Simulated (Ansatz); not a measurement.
Consider CdCu2GeSe4 (space group I-42m, No. 121; a = 5.7302 Å, c = 11.0241 Å).

Level of theory: PBEsol, PAW, 420 eV (Ansatz, a program for electronic structure; spin-orbit coupling left out).

Strains are applied to the cell and any free atomic positions relax.

One change was made to it. Results:

| quantity | base | after |
|---|---|---|
| energy relative to the base (free energy F) | 0 meV/atom | +2.4 meV/atom |
| pressure (mean of the normal stresses, compression positive) | 0.0 GPa | 1.6 GPa |

What was done to the base?
A. isotropic strain −0.75 %
B. isotropic strain −3.00 %
C. isotropic strain −1.50 %
D. isotropic strain −2.25 %

A, isotropic strain −0.75 %. For comparison, the energy relative to the base in the other runs: isotropic strain −3.00 % gives +43 meV/atom; isotropic strain −1.50 % gives +10 meV/atom; isotropic strain −2.25 % gives +23 meV/atom.

Stability against distortions was not tested. All final runs are without spin polarisation.
